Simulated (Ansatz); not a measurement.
ZrS (Fm-3m, No. 225, 2 atoms in the cell; start mp-1925) was calculated with LDA (plane waves, PAW; Ansatz, an electronic-structure program).

Run with plane-wave cutoff 520 eV, 18×18×18 k mesh, Fermi–Dirac smearing 0.05 eV, scalar-relativistic PAW data made under PBE.

Cell (relaxed at this level):

```xyz
2
Lattice="0.0000 2.5666 2.5666 2.5666 0.0000 2.5666 2.5666 2.5666 0.0000" Properties=species:S:1:pos:R:3 pbc="T T T"
Zr     0.0000     0.0000     0.0000
S      2.5666     2.5666     2.5666
```

### Question
Predict the bulk modulus.

### Answer

- bulk modulus = 157 GPa

The run finds no gap.

Note: the bulk modulus is −V dP/dV from two relaxed cells at ±2 % in volume; the relaxation could not lower the start's symmetry, so the cell can be a saddle point above a distorted one.

It cost about 50 core-seconds (a rough figure) of CPU time.

A start named mp-… is a Materials Project structure, which need not be a measured phase.
